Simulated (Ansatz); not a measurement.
## HgS: response to strain

Consider HgS in the zinc blende structure (space group F-43m, No. 216; a = 5.812 Å). Axes: x, y, z lie along the cube axes.

Strains are applied to the cell and any free atomic positions relax; under biaxial strain the out-of-plane vector relaxes too.

The values are results of plane-wave PAW DFT at the LDA level (Ansatz, a first-principles code, 420 eV), no spin-orbit coupling, not measurements.

Notes on the quantities. pressure: mean of the normal stresses, compression positive; energy relative to the base: free energy F.

```csv
variant,pressure,shortest interatomic distance,energy relative to the base
base,0.0 GPa,2.517 Å,0 meV/atom
"biaxial strain −2.50 %, plane normal [111], relaxed out of plane",1.6 GPa,2.480 Å,+9.2 meV/atom
"biaxial strain −2.08 %, plane normal [111], relaxed out of plane",1.3 GPa,2.486 Å,+6.4 meV/atom
"biaxial strain −1.67 %, plane normal [111], relaxed out of plane",1.1 GPa,2.493 Å,+4.2 meV/atom
"biaxial strain −0.83 %, plane normal [111], relaxed out of plane",0.5 GPa,2.505 Å,+1.0 meV/atom
"biaxial strain −0.42 %, plane normal [111], relaxed out of plane",0.3 GPa,2.511 Å,+0.3 meV/atom
"biaxial strain +0.42 %, plane normal [111], relaxed out of plane",-0.3 GPa,2.520 Å,+0.3 meV/atom
"biaxial strain +1.25 %, plane normal [111], relaxed out of plane",-0.9 GPa,2.527 Å,+2.4 meV/atom
"biaxial strain +1.67 %, plane normal [111], relaxed out of plane",-1.2 GPa,2.531 Å,+4.4 meV/atom
"biaxial strain +2.08 %, plane normal [111], relaxed out of plane",-1.4 GPa,2.536 Å,+6.8 meV/atom
```

A case with no gap was solved on a k-mesh chosen for an insulator, which is coarse for it. No phonon test of stability was made. The final runs are not spin-polarised.
